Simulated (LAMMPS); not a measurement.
LAMMPS 22 Jul 2025, classical MD, AIREBO (CH.airebo): C, 21952 atoms.

```text
units metal
atom_style atomic
read_data unit.data
replicate 14 14 14
pair_style airebo 3.0
pair_coeff * * CH.airebo C
velocity all create 1600 4928 dist gaussian loop geom
fix 1 all nve
fix 2 all langevin 800 800 0.02 9876 zero yes
timestep 0.0005
thermo 100
run 300
reset_timestep 0
write_restart start.rst
```

```text
read_restart start.rst
pair_style airebo 3.0
pair_coeff * * CH.airebo C
neighbor 2.0 bin
neigh_modify every 1 delay 0 check yes
fix 1 all nve
timestep 0.0005
thermo_style custom step temp pe etotal press
thermo_modify format float %.10g
thermo 100
group probe id 1:48
dump probe probe custom 1000000 forces.txt id fx fy fz
dump_modify probe sort id format float %.8g
run 200
```

box: 49.9 × 49.9 × 49.9 Å.

start: generated diamond lattice, warmed in an untimed run.

Compared values: energy and forces of the first step, drift over the run.

Machine: one whole node, Arm Neoverse V2, 96 cores on 1 socket, no SMT, 1 L3 cache group.

Wall times, medians of two to five repeats, each run alone on the node (launch to exit). Unless noted, each process is bound to its own block of adjacent cores. Build: PyPI wheel: MPICH, OPENMP and OPT packages. Other compilers and libraries give other times. Scratch files lie in a memory file system. A preparatory run goes ahead and isn't timed.

Started as
```bash
# ahead of the timed run: OMP_NUM_THREADS=1 mpirun -np 48 lmp -in in.warm -log none -nocite
OMP_NUM_THREADS=1 mpirun -np 32 lmp -in in.lmp -log log.lammps -nocite
```
(32 ranks, skin = 2 Å) it takes 4.4 s and 0 neighbour list builds.

Task: How long does it take after this change: skin = 0.2 Å?

Result: About 5.2 s (3 runs within 1 %): 1.2× as long. List entries an atom go from 1348 to 825, Neigh from 0 to 1.7 s and Pair from 3.9 to 3.1 s. Neighbour list builds go from 0 to 33. Change in the result: energy equal as printed, forces on 48 atoms equal as printed, drift of the total energy equal as printed.
